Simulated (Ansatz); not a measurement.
An Ansatz (a program for electronic structure) input (Ansatz, PBE, PAW, cutoff 420 eV, scalar-relativistic without spin-orbit coupling, earlier PAW set):

Ansatz 0.2 input:
```yaml
crystal:
  lattice:
    - [5.3747420766, 0, 0]
    - [0, 5.3747420766, 0]
    - [2.6873710383, -2.6873710383, 5.7707634256]
  atoms:
    - { symbol: Bi, position: [0.25, 0.25, 0.5] }
    - { symbol: Bi, position: [0, 0, 0] }
    - { symbol: V, position: [0.75, 0.75, 0.5] }
    - { symbol: V, position: [0.5, 0.5, 0] }
    - { symbol: O, position: [0.4227770251, 0.6897023294, 0.6561731926] }
    - { symbol: O, position: [0.9210497823, 0.9664708632, 0.6561731926] }
    - { symbol: O, position: [0.5602976706, 0.3289502177, 0.1561731926] }
    - { symbol: O, position: [0.2835291368, 0.8272229749, 0.1561731926] }
    - { symbol: O, position: [0.8272229749, 0.5602976706, 0.8438268074] }
    - { symbol: O, position: [0.3289502177, 0.2835291368, 0.8438268074] }
    - { symbol: O, position: [0.6897023294, 0.9210497823, 0.3438268074] }
    - { symbol: O, position: [0.9664708632, 0.4227770251, 0.3438268074] }
basis: { ecutwfc: 420, ecutrho_ratio: 4, xc_grid: 2, fft_grid_basis: typed }
kpoints: { mp_grid: { grid: [7, 7, 7] } }
hamiltonian:
  xc: pbe
  dispersion: none
  pseudopotentials: { azcp: { folder: ./paw }, kind: paw }
scf: { occupations: { method: fermi_dirac, width: 0.05 } }
relax: { f_tol: 0.005, max_steps: 50, cell: { stress_tol: 0.01, fix: [a, b, gamma] } }
output: { forces: true, stress: true }
checkpoint: { write: state.ck, write_every: 1000 }
```

Which symmetry and how many k-points will the program report, and about how many plane waves at Γ?

Space group I41/a (ITA 88) with 8 operations, k-points 52 of 343, and 3235 plane waves at Γ.

And the final pressure?

-4.34 GPa (compression positive).

The cells carry an imposed strain or load. Whether these cells are dynamically stable was not tested. The final runs are not spin-polarised. The cell was made from VBiO4 (space group I4_1/a, No. 88) by this change: biaxial strain +4.04 %, plane normal [001], relaxed out of plane.
